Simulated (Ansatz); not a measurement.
Base system: BeSe in the zinc blende structure (space group F-43m, No. 216).

```xyz
2
Lattice="0.0000 2.5644 2.5644 2.5644 0.0000 2.5644 2.5644 2.5644 0.0000" Properties=species:S:1:pos:R:3 pbc="T T T"
Se     3.8466     3.8466     3.8466
Be     0.0000     0.0000     0.0000
```

Computed with PBEsol, PAW, 420 eV (Ansatz, a program for electronic structure; no spin-orbit coupling), earlier PAW set.

Base values:

| Quantity | Result |
|---|---|
| Electron mass | 0.84 mₑ along k, 0.26 mₑ across (at X) |
| Hole mass | 0.23, 0.46, 0.46 mₑ (at Γ) |
| Band gap | 2.47 eV |

The change: the cell is scaled by 1.0061 in all directions, atoms relaxed at fixed cell.

Task: What happens to the energy relative to the base?

Result: The energy increases by 1.4 meV/atom.

Task: Estimate the effect on the electron mass.

Result: The electron mass becomes 0.85 mₑ along k, 0.26 mₑ across (at X) (base: 0.84 mₑ along k, 0.26 mₑ across (at X)).

Task: How does this affect the hole mass?

Result: The hole mass (degenerate bands, along [100]) goes from 0.23, 0.46, 0.46 mₑ (at Γ) to 0.23, 0.47, 0.47 mₑ (at Γ).

Task: What happens to the band gap?

Result: The band gap rises by 0.04 eV (2.47 eV → 2.51 eV).

The cells carry an imposed strain or load. Effective masses come from finite differences of ±0.01 Å⁻¹. Along k means along the line from Γ to the band edge. Whether these cells are dynamically stable was not tested.
